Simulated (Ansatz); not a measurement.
# Several settings converged on LaPd (Cm, 4 atoms in the cell)

```
CELL_PARAMETERS angstrom
      1.98699    -5.50052     0.00000
      1.98699     5.50052     0.00000
      0.00000     0.00000     4.64436
ATOMIC_POSITIONS crystal
  La 0.86482 0.13518 0.76077
  La 0.13518 0.86482 0.25000
  Pd 0.58721 0.41279 0.75000
  Pd 0.41279 0.58721 0.25000
```

Base method: LDA (PW92), default PAW files made with PBE (plane waves; Ansatz, a quantum-chemistry and plane-wave program).

Base settings: basis.ecutwfc = 30.9 Ry; kpoints.mp_grid.grid = 7 7 5; hamiltonian.xc = lda; hamiltonian.pseudopotentials = {kind: paw} (the program's default PAW files); scf.occupations.method = gaussian; scf.occupations.width = 0.0073 Ry.

The count of work is k-points × plane waves × bands × iterations; it is no time. Core times come from one kind of shared machine, to one figure; runs under 30 s give none.

**The k-point mesh**

The second cell is the first with its lattice scaled by 0.98.

Only quantities that move along the ladder and can be compared are tabulated.

| kpoints.mp_grid.grid | free energy less the last step's (meV/atom) | energy of the compressed cell less the first (meV/atom) | pressure (GPa) | largest difference of a force vector from the last step's (eV/Å) | count of work / last | core time / last (rough) |
|---|---|---|---|---|---|---|
| 2 2 1 | -365.68 | -67.38 | -9.01 | 0.407 | 0.015 | – |
| 2 2 2 | -74.47 | -42.71 | -6.53 | 0.270 | 0.026 | – |
| 3 3 2 | -8.22 | -25.68 | -4.80 | 0.109 | 0.040 | – |
| 4 4 3 | 5.80 | -20.97 | -4.41 | 0.064 | 0.075 | – |
| 5 5 4 | 5.71 | -24.43 | -4.73 | 0.004 | 0.15 | – |
| 7 7 5 | -0.37 | -25.56 | -4.83 | 0.023 | 0.32 | 0.3 |
| 7 7 6 | 0.18 | -24.90 | -4.76 | 0.025 | 0.39 | 0.3 |
| 10 10 8 | 0.00 | -24.64 | -4.75 | 0.000 | 1.0 | 1 |

Coarsest kpoints.mp_grid.grid that holds the pressure within 1 GPa of the last step, with all finer ones: 3 3 2, at 0.040 of the last step's count of work; the step before is off by 1.8 GPa.

Coarsest kpoints.mp_grid.grid that holds the free energy within 5 meV/atom of the last step, with all finer ones: 7 7 5, at 0.32 of the last step's count of work and about 0.3 of the last step's time; the step before is off by 5.7 meV/atom.

Coarsest kpoints.mp_grid.grid that holds the forces within 0.02 eV/Å: not settled: the last two steps still differ by 0.025 eV/Å, over half the tolerance, so the ladder does not show it.

The energy difference between the two cells stays within 1 meV/atom of the last step's from 5 5 4 on, the total only from 7 7 5 on: much of the error is common to both cells and cancels.

Two neighbours can agree and both be off: 4 4 3 and 5 5 4 differ by 0.09 meV/atom in the free energy, yet lie about 5.7 meV/atom from the last step.

**The k-point mesh at a smearing width of 0.02 eV**

In this ladder: scf.occupations.width = 0.0015 Ry.

Only quantities that move along the ladder and can be compared are tabulated.

```csv
kpoints.mp_grid.grid,free energy less the last step's (meV/atom),pressure (GPa),largest difference of a force vector from the last step's (eV/Å),count of work / last,core time / last (rough)
3 3 3,15.18,-4.70,0.080,0.028,–
4 4 3,7.64,-4.37,0.076,0.043,–
5 5 4,7.51,-4.77,0.034,0.093,–
7 7 5,0.28,-4.86,0.019,0.18,0.2
10 10 8,0.99,-4.75,0.012,0.57,0.5
12 12 10,0.00,-4.84,0.000,1.0,1
```

Coarsest kpoints.mp_grid.grid that holds the free energy within 2 meV/atom of the last step, with all finer ones: 7 7 5, at 0.18 of the last step's count of work and about 0.2 of the last step's time; the step before is off by 7.5 meV/atom.

Coarsest kpoints.mp_grid.grid that holds the pressure within 0.2 GPa of the last step, with all finer ones: 5 5 4, at 0.093 of the last step's count of work; the step before is off by 0.47 GPa.

Coarsest kpoints.mp_grid.grid that holds the forces within 0.01 eV/Å: not settled: the last two steps still differ by 0.012 eV/Å, over half the tolerance, so the ladder does not show it.

Two neighbours can agree and both be off: 4 4 3 and 5 5 4 differ by 0.13 meV/atom in the free energy, yet lie about 7.5 meV/atom from the last step.

**The k-point mesh at a smearing width of 0.3 eV**

In this ladder: scf.occupations.width = 0.022 Ry.

Only quantities that move along the ladder and can be compared are tabulated.

```tsv
kpoints.mp_grid.grid	free energy less the last step's (meV/atom)	pressure (GPa)	largest difference of a force vector from the last step's (eV/Å)	count of work / last	core time / last (rough)
3 3 3	8.05	-4.74	0.092	0.025	–
5 5 4	5.16	-4.63	0.010	0.083	–
7 7 5	0.35	-4.74	0.007	0.18	0.2
10 10 8	0.08	-4.71	0.001	0.57	0.5
12 12 10	0.00	-4.73	0.000	1.0	1
```

Coarsest kpoints.mp_grid.grid that holds the forces within 0.02 eV/Å of the last step, with all finer ones: 5 5 4, at 0.083 of the last step's count of work; the step before is off by 0.092 eV/Å.

Coarsest kpoints.mp_grid.grid that holds the free energy within 2 meV/atom of the last step, with all finer ones: 7 7 5, at 0.18 of the last step's count of work and about 0.2 of the last step's time; the step before is off by 5.2 meV/atom.

Coarsest kpoints.mp_grid.grid that holds the pressure within 0.05 GPa of the last step, with all finer ones: 7 7 5, at 0.18 of the last step's count of work and about 0.2 of the last step's time; the step before is off by 0.09 GPa.

On the base run: the starting cell comes from a database of computed structures (which also holds hypothetical and non-ambient phases and stackings), without a prior relaxation at this level. Its lattice was rescaled by up to half a per cent. One atom was moved a little off its site on purpose. Spin polarisation is off. In the base run, with a pressure of about -5 GPa the cell is away from its equilibrium volume at this level. Ansatz's pressure includes its estimate of the finite-basis (Pulay) stress.

Keys are those of Ansatz 0.2.
